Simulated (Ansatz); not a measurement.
Amorphous Si18B8C12N26, 64 atoms at 2.20 g/cm³, one PBE-relaxed geometry, zone centre. Methods: PBE, scalar-relativistic without spin-orbit coupling (Ansatz, a first-principles code); r2SCAN, scalar-relativistic without spin-orbit coupling (Ansatz); HSE06, scalar-relativistic without spin-orbit coupling (Ansatz). Plane waves to 420 eV (r2SCAN 500 eV); exact exchange is cut at the cell's faces. The higher rungs were started with moments on some atoms, which died out.

The cell was made by melting and quenching with the CHGNet potential and then relaxed with DFT. N atoms were pushed apart under 1.9 Å during the dynamics, to hinder bonds among them. The hot cell started wider than the set density and was brought back towards it in steps. It is the lowest in DFT energy of 2 quenches. It is a model cell: composition and starting density were chosen by hand, and all elements were melted together. No dispersion term was used. Its density started from a set value of 2.20 and ended at 2.20 g/cm³. The quench (nominally 630 K/ps over its main leg) was far faster than any real one, so the model tends to hold more defects than a real film. One small periodic cell is one sample of the glass; other quenches scatter about these values. The volume was held where the preparation left it and the shape relaxed, at a PBE pressure of -1.5 GPa (tension). Stress components on the final sampling reach 1.6 GPa. On a 2×2×2 Γ-centred mesh force components of up to 0.27 eV/Å stay, since the relaxation ran on the zone centre alone.

The relaxation ran on the zone centre alone. At PBE the gap is 0.49 eV on a 2×2×2 Γ-centred mesh, and the spacing at the zone centre alone 0.65 eV.

Problem. What zone-centre spacing does r2SCAN give, roughly?

Solution. 0.72 eV (+0.07 eV against PBE).

Problem. What zone-centre spacing does HSE06 give, roughly?

Solution. 1.22 eV (+0.58 eV against PBE).

The highest filled and the lowest empty state spread over these numbers of atoms (participation numbers): PBE: 13.0 and 8.2; r2SCAN: 11.6 and 7.8; HSE06: 9.9 and 7.4.
